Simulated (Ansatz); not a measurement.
Structures of equal composition on the (111) surface of fcc Al: a pseudomorphic layer of Os in the host's stacking; a pseudomorphic layer of Os in the other hollow. The slabs share one bottom face, and each structure is named by its start. These are constructed structures in small cells; real faces may alloy, dewet or reconstruct in larger ones, and not all known structures of the face are among them. Slabs of about 12 Å, Fermi-Dirac smearing of 0.1 eV. Bottom of the slabs: a bare face, its two planes held. Relaxed from the named starts with such symmetry as they have, on meshes of like density; energies extrapolated to zero smearing; spin only where a row says so; no spin-orbit coupling, no U. Brackets mark spin-polarised runs, whose order is one that fits the cell.

Method: PBE (plane waves to 420 eV, PAW; Ansatz, a first-principles code).

### Question
Put the candidates in order of energy per 1x1 cell, lowest first, for PBE.

### Answer
a pseudomorphic layer of Os in the host's stacking (0.000 eV), a pseudomorphic layer of Os in the other hollow (0.096 eV)
